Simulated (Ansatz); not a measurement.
The starting structures come from a database of crystals and need not be the phases stable at ambient conditions.

Data:

```
AlGaAs2
1.0
    3.93109     0.00000     0.00000
   -1.96555     3.40443     0.00000
    1.96555     1.13481     6.54588
Al Ga As
1 1 2
Direct
  0.00048   0.00024   0.99928
  0.99973   0.49986   0.50041
  0.75031   0.87516   0.37453
  0.74945   0.37472   0.87583
```

Space group of this cell: R3m. The cell is strained (lengths across the current scaled by 0.98, ions clamped); by r2SCAN its mean pressure is 3.4 GPa.

Transport runs along the normal of the first two printed cell vectors, the (001) (indices of the unstrained crystal) plane of the conventional cell.

The gap is the functional's own. No spin-orbit coupling. Mid-gap values are interpolated on the energy grid.

Give the band gap and the smallest decay constant κ at mid-gap that r2SCAN (Ansatz, an electronic-structure program) yields.

Gap 1.57 eV on a 10×10×10 mesh; κ = 0.100 1/Å, at the zone centre.
